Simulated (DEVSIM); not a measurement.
System: Schottky contact on n-type Ge, at 250 K.

| layer (left to right) | material | thickness (μm) | Nd (cm⁻³) | τn (s) | τp (s) |
|---|---|---|---|---|---|
| 1 | Ge | 17.0 | 2.9e15 | 0.00086 | 0.00086 |

Left contact: Schottky, work function 4.27 eV, emission velocity 4.2e6 cm/s. Right contact: ohmic. Voltage is applied to the left contact. Recombination: SRH at mid-gap, Auger. Mobility is μmin + (μ − μmin)/(1 + (N/Nref)^α).

The device is made up for the run: typed textbook-type constants, with dimensions and the other settings drawn at random. Values at 300 K; Nc and Nv go as T^1.5, mobilities as T to minus their exponent, the gap by Varshni's rule with the affinity fixed.

| parameter | Ge |
|---|---|
| gap (eV) | 0.664 |
| affinity (eV) | 4 |
| permittivity | 16 |
| Nc (cm⁻³) | 1.04e19 |
| Nv (cm⁻³) | 6e18 |
| μn (cm²/Vs) | 3900 |
| μp (cm²/Vs) | 1900 |
| μn,min | 150 |
| μp,min | 100 |
| Nref,n | 2.6e17 |
| Nref,p | 4e17 |
| αn | 0.56 |
| αp | 0.6 |
| T exponent of μn | 1.66 |
| T exponent of μp | 2.33 |
| Cn (cm⁶/s) | 1e-31 |
| Cp (cm⁶/s) | 1e-31 |
| Varshni α (eV/K) | 0.000477 |
| Varshni β (K) | 235 |

Simulated with DEVSIM: 1D drift-diffusion, Boltzmann statistics, complete ionisation; no tunnelling, impact ionisation, image-force lowering or self-heating. Metal contacts follow the ideal Schottky-Mott rule: no Fermi-level pinning, no interface dipoles.

The temperature was swept, all else fixed.

| temperature (K) | potential step across the device at zero bias (V) | largest field in the device at zero bias (V/cm) |
|---|---|---|
| 250 | 0.100 | 7100 |
| 300 | 0.058 | 4800 |
| 350 | 0.016 | … |
| 400 | 0.021 | 2600 |
| 450 | 0.033 | 6700 |
| 500 | 0.030 | 9700 |

### Question
Fill in the missing entries.

### Answer

- 350, largest field in the device at zero bias (V/cm): 1600
